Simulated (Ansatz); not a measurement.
## What biaxial strain −1.00 %, plane normal [001], relaxed out of plane does to SnTe

Take SnTe in the rock salt structure (space group Fm-3m, No. 225; a = 6.2348 Å) as the base. Axes: x, y, z lie along the cube axes.

Perturbation: compressive biaxial strain of 1.00 % in the plane normal to [001], as in epitaxy on a mismatched substrate; the out-of-plane cell vector and the atoms relax.

Level of theory: LDA/PAW in Ansatz (a program for electronic structure), no SOC. Γ-centred 9×9×9 mesh, Fermi–Dirac width 0.05 eV.

| quantity | base | changed | shift |
|---|---|---|---|
| volume per atom | 30.30 Å³ | 29.71 Å³ | -0.59 Å³ |
| space group | Fm-3m (No. 225) | I4/mmm (No. 139) | – |
| energy relative to the base (free energy F) | 0 meV/atom | +2.9 meV/atom | +2.9 meV/atom |
| band gap (uncertain: the edges found look like a band crossing or inverted bands; both cells) | 0.16 eV | 0.12 eV | -0.04 eV |
| out-of-plane strain | – | +0.04 % | – |
| ratio −ε⊥/ε∥ | – | 0.04 | – |
| mean in-plane stress (compression positive) | – | +1.6 GPa | – |

Final structure (turned so that z lies along the plane normal):

```xyz
2
Lattice="4.3646 0.0000 0.0000 0.0000 4.3646 0.0000 2.1823 -2.1823 3.1187" Properties=species:S:1:pos:R:3 pbc="T T T"
Sn     0.0000     0.0000     0.0000
Te     2.1823     2.1823     0.0000
```

Spin-orbit coupling, missing from the scalar runs, can matter with Te. Stability against distortions was not tested. The zero or small gap of SnTe can change with the level of theory.
